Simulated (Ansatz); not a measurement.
Take SnO2 in the rutile structure (space group P4_2/mnm, No. 136; a = 4.7692 Å, c = 3.2120 Å) as the base. Axes: x, y, z lie along a, b, c of the conventional cell.

The values are results of PBEsol (Ansatz, a quantum-chemistry and plane-wave program, PAW, scalar-relativistic without spin-orbit coupling), not measurements.

Strains are applied to the cell and any free atomic positions relax.

One change was made to it. Results:

The energy goes up by 0.3 meV/atom; the electron mass becomes 0.17 mₑ along z, 0.19 mₑ across (at Γ) (base: 0.17 mₑ along c, 0.19 mₑ across (at Γ)); the pressure (mean of the normal stresses, compression positive) goes from zero to 1.09 GPa; the valence-band top at Γ (three highest levels, from the VBM) changes from 0.00, -0.77, -0.77 eV to 0.00, -0.76, -0.79 eV; the shortest interatomic distance falls by 0.007 Å (2.066 Å → 2.059 Å).

Which of these changes matches the shifts?
A) uniaxial strain ε_xx = −2.40 %
B) uniaxial strain ε_xx = −3.00 %
C) uniaxial strain ε_xx = −1.20 %
D) uniaxial strain ε_xx = −1.80 %
E) uniaxial strain ε_xx = −0.60 %

E, uniaxial strain ε_xx = −0.60 %. For comparison, the valence-band top at Γ in the other runs: uniaxial strain ε_xx = −1.80 % gives 0.00, -0.73, -0.80 eV; uniaxial strain ε_xx = −3.00 % gives 0.00, -0.67, -0.80 eV; uniaxial strain ε_xx = −2.40 % gives 0.00, -0.70, -0.81 eV; uniaxial strain ε_xx = −1.20 % gives 0.00, -0.75, -0.80 eV.

The levels and masses belong to the bands next to the band gap. Effective masses come from finite differences of ±0.01 Å⁻¹. Stability against distortions was not tested.
